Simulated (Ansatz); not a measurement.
**Thickness series in hypothetical P6_3/mmc PbI2**

The parent structure is PbI₂ in the 2H-MoS2 type structure (space group P6_3/mmc, No. 194; a hypothetical phase, not in the database extracts checked).

PbI2 is taken in the hexagonal space group P6₃/mmc (No. 194), Pearson symbol hP6. Conventional cell: a = b = 4.2728 Å, c = 14.3615 Å, α = β = 90.00°, γ = 120.00°. Pb on 2c is coordinated by 6 I at 3.202 Å (trigonal prismatic). I on 4f is surrounded by 3 Pb at 3.202 Å (trigonal pyramidal). (Neighbours: up to the widest gap in distance over summed covalent radii, below 1.35, at either atom; cation-cation and far metal-metal contacts left out.)

Free-standing slabs (3 atom(s) a layer) normal to the stacking axis with 15 Å of vacuum; in-plane cell relaxed.

Computed with DFT with PBEsol-D3(BJ), PAW potentials and a 420 eV plane-wave cutoff in Ansatz (a quantum-chemistry and plane-wave program), scalar-relativistic without spin-orbit coupling.

Notes on the quantities. excess energy per area of both faces: slab less bulk energy over the cell's area: twice a surface energy; electron mass: in plane.

```tsv
variant	excess energy per area of both faces	band gap	electron mass
base	–	1.38 eV	–
1 layer	0.35 J/m²	2.21 eV	(withheld)
2 layers	0.36 J/m²	1.82 eV	0.56 mₑ (at K)
3 layers	0.36 J/m²	(withheld)	(withheld)
4 layers	0.36 J/m²	1.57 eV	0.52 mₑ (at K)
```

Some entries are withheld; estimate them.


- 1 layer, electron mass: 0.66 mₑ (at K)
- 3 layers, band gap: 1.65 eV
- 3 layers, electron mass: 0.53 mₑ (at K)

Slab and bulk use different k-meshes, which limits the precision of the excess energy. With I and Pb present, leaving out spin-orbit coupling can change the band edges. Masses are band curvatures over ±0.01 Å⁻¹ around the edge. No phonon test of stability was made.
